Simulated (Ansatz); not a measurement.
The starting structures come from a database of crystals and need not be the phases stable at ambient conditions.

The decay constant κ of evanescent states in the gap governs leakage through a thin film.

Input:

```
CELL_PARAMETERS angstrom
      5.83883     0.00000     0.00000
      0.00000     5.94589     0.00000
     -0.03676     0.00000     8.29080
ATOMIC_POSITIONS crystal
  Sr 0.50962 0.04163 0.75092
  Sr 0.49038 0.95837 0.24908
  Sr 0.99038 0.54163 0.74908
  Sr 0.00962 0.45837 0.25092
  Ca 0.50000 0.50000 0.00000
  Ca 0.00000 0.00000 0.50000
  W  0.50000 0.50000 0.50000
  W  0.00000 0.00000 0.00000
  O  0.58469 0.52819 0.27287
  O  0.41531 0.47181 0.72713
  O  0.91531 0.02819 0.22713
  O  0.08469 0.97181 0.77287
  O  0.76931 0.31183 0.54151
  O  0.23069 0.68817 0.45849
  O  0.73069 0.81183 0.95849
  O  0.26931 0.18817 0.04151
  O  0.68379 0.76912 0.54868
  O  0.31621 0.23088 0.45132
  O  0.81621 0.26912 0.95132
  O  0.18379 0.73088 0.04868
```

Space group of this cell: P2_1/c. The cell is taken as given; by PBEsol its mean pressure is -7.5 GPa.

Transport runs along the normal of the first two printed cell vectors.

The gap is the functional's own, uncorrected, and κ follows it; spin-orbit coupling is left out. Mid-gap values are interpolated between the computed energies.

Problem. Give the band gap and the smallest decay constant κ at mid-gap that PBEsol in Ansatz (a quantum-chemistry and plane-wave program) yields.

Solution. Gap 3.00 eV on a 6×6×4 mesh; κ = 0.326 1/Å, at the zone centre.
